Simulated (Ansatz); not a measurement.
The parent structure is ScBi in the zinc blende structure (space group F-43m, No. 216; a = 6.739 Å; a hypothetical phase, not in the database extracts checked). Axes: x, y, z lie along the cube axes.

(Cell as relaxed with PBE.)

Levels (all Ansatz, a quantum-chemistry and plane-wave program, PAW): PBE (420 eV, scalar-relativistic without spin-orbit coupling); PBEsol (420 eV, no spin-orbit coupling).

Each level relaxes its own structure.

```
base                      PBE    PBEsol
-------------------  --------  --------
volume per atom      38.26 Å³  36.61 Å³
lattice parameter a   6.739 Å   6.641 Å
band gap              1.35 eV   1.30 eV
```

Modification: tensor shear ε_xz = −0.91 % (engineering shear γ = -0.0182); the atoms relax in the strained cell.

| quantity | PBE | PBEsol |
|---|---|---|
| shift of the gap caused by the change | -0.07 eV | … |
| stress (xx, yy, zz, yz, xz, xy; compression positive) | (0.00, -0.01, 0.00, 0.00, 0.08, 0.00) GPa | … |
| shortest interatomic distance | 2.917 Å | … |

### Question
What does PBEsol give?

### Answer

- shift of the gap caused by the change, PBEsol: -0.07 eV
- stress (xx, yy, zz, yz, xz, xy; compression positive), PBEsol: (-0.01, -0.02, -0.01, 0.00, 0.05, 0.00) GPa
- shortest interatomic distance, PBEsol: 2.876 Å

PBE's shortest interatomic distance lies 0.0418 Å above PBEsol's (1.5 %); the two agree on the shift of the gap caused by the change. Neither level is exact; PBEsol is the comparison here, not a measurement.

Spin-orbit coupling, missing from the scalar runs, can matter with Bi. Whether these cells are dynamically stable was not tested. All final runs are without spin polarisation.
